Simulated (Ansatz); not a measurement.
System: WAg (model structure, Pm-3m, No. 221, 2 atoms in the cell). Method: r²SCAN (Ansatz, a quantum-chemistry and plane-wave program, plane waves, PAW).

Run with plane-wave cutoff 560 eV, 18×18×18 k mesh, Fermi–Dirac smearing 0.05 eV, no spin polarisation, scalar-relativistic PAW data made under PBE.

Cell (relaxed at this level):

```cif
data_AgW
_chemical_formula_sum 'Ag1 W1'
_space_group_name_H-M_alt 'P 1'
_space_group_IT_number 1
_cell_length_a 3.19421
_cell_length_b 3.19421
_cell_length_c 3.19421
_cell_angle_alpha 90.000
_cell_angle_beta 90.000
_cell_angle_gamma 90.000
loop_
_space_group_symop_operation_xyz
  'x, y, z'
loop_
_atom_site_label
_atom_site_type_symbol
_atom_site_fract_x
_atom_site_fract_y
_atom_site_fract_z
_atom_site_occupancy
Ag1 Ag 0.00000 0.00000 0.00000 1
W1 W 0.50000 0.50000 0.50000 1
```

Task: What does this level give for the bulk modulus B0?

Result: 
* **bulk modulus B0**: 218 GPa

Note: the run has no spin polarisation, so it can have missed a magnetic state; the bulk modulus is −V dP/dV from two relaxed cells at ±2 % in volume; the relaxation could raise the start's symmetry but not lower it, so the cell can be a saddle point.

Spin–orbit coupling is not included.

Static lattice: no zero-point or thermal effects.

Computing time: very roughly 70 core-seconds.

A model structure was made by putting elements into a prototype or built by hand; it is no filed structure, need not be a known phase, and can be a saddle point held by its symmetry.
